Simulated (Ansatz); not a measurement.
**What x(Sr) = 0.25, 8 atoms, Cmc2_1 does to Be**

Start from Be in the hcp (Mg type) structure (space group P6_3/mmc, No. 194; a = 2.264 Å, c = 3.564 Å).

The other end (x = 1) is Sr in the hcp (Mg type) structure (space group P6_3/mmc, No. 194; a model cell): 57.11 Å³/atom, gap zero; this end may not be an ambient phase.

One thing is altered: a fraction x = 0.25 of the Be sites is given to Sr, ordered in a cell of 8 atoms (starting symmetry Cmc2_1) and fully relaxed.

The values are results of r2SCAN in Ansatz (plane waves to 500 eV, PAW, no spin-orbit coupling), not measurements. Settings: 8×8×11 k-points, 0.05 eV Fermi–Dirac smearing, for the changed cell.

| quantity | base | changed | shift |
|---|---|---|---|
| volume per atom | 7.91 Å³ | 20.40 Å³ | +12.49 Å³ |
| density | 1.89 g/cm³ | 2.33 g/cm³ | +0.44 g/cm³ |
| space group | P6_3/mmc (No. 194) | Cmcm (No. 63) | – |
| band gap | zero | zero | – |
| mixing energy (to 0.01 eV only: unlike meshes or grids) | – | +0.33 eV/atom | – |
| deviation of the volume from the linear (Vegard-type) interpolation | – | +0.9 % | – |

Cost of the whole job for the changed cell (relaxation, final SCF and bands): around 6 core-minutes (rough).

These are small ordered cells, not random alloys; other orderings at the same x differ. No phonon test of stability was made. Under x(Sr) = 0.25, 8 atoms, Cmc2_1 the cell changed shape so far that it is another structure. This is not the structure that Sr has at room temperature and ambient pressure.

Ansatz is a quantum-chemistry and plane-wave program.
